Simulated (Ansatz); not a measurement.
Partial pair distribution functions of a relaxed model of amorphous Ga24O39W, broadened by 0.06 Å; density 5.13 g/cm³. These are PBE, scalar-relativistic without spin-orbit coupling (plane waves to 420 eV, PAW; Ansatz, a quantum-chemistry and plane-wave program) values and carry that method's errors.

Preparation: random packing, a CHGNet melt and quench, and a DFT relaxation. O atoms were pushed apart under 1.9 Å during the dynamics, to hinder bonds among them. The hot cell started wider than the set density and was brought back towards it in steps. It is the lowest in DFT energy of 2 quenches. It is a model cell: composition and starting density were chosen by hand, and all elements were melted together. No dispersion term was used. Its density started from a set value of 5.13 and ended at 5.13 g/cm³. Cooling (nominally 330 K/ps over its main leg) ran many orders faster than in experiment, which tends to leave more defects and strain. Values belong to this one cell and scatter from quench to quench. The volume was held where the preparation left it and the shape relaxed, at a PBE pressure of -1.0 GPa (tension). Stress components on the final sampling reach 1.1 GPa.

```csv
r (Å),g Ga-O,g O-W,g Ga-Ga,g O-O
1.60,0.00,0.00,0.00,0.00
1.70,0.27,0.66,0.00,0.00
1.80,3.89,7.81,0.00,0.00
1.90,9.02,6.80,0.00,0.00
2.00,5.09,3.97,0.00,0.00
2.10,1.22,4.10,0.00,0.00
2.20,0.28,2.37,0.00,0.00
2.30,0.11,0.20,0.00,0.02
2.40,0.01,0.00,0.00,0.24
2.50,0.05,0.00,0.00,0.66
2.60,0.06,0.00,0.00,1.24
2.70,0.12,0.00,0.11,1.53
2.80,0.13,0.00,0.83,2.15
2.90,0.28,0.00,1.81,2.69
3.00,0.37,0.00,1.76,2.77
3.10,0.30,0.00,1.55,2.72
3.20,0.31,0.00,2.75,2.02
3.30,0.71,0.00,3.52,1.23
3.40,1.02,0.00,2.94,1.10
3.50,1.07,0.00,1.90,0.69
3.60,1.10,0.01,1.28,0.53
3.70,1.18,0.37,0.77,0.63
3.80,1.19,1.51,0.42,0.84
3.90,1.12,1.35,0.28,0.77
4.00,1.24,0.89,0.31,0.64
4.10,1.36,1.76,0.31,0.37
4.20,1.20,2.33,0.38,0.54
4.30,1.24,2.81,0.49,0.50
4.40,1.43,1.89,0.80,0.44
4.50,1.41,0.75,0.85,0.54
```

Within 2.36 Å each Ga has 4.50 O neighbours on average.
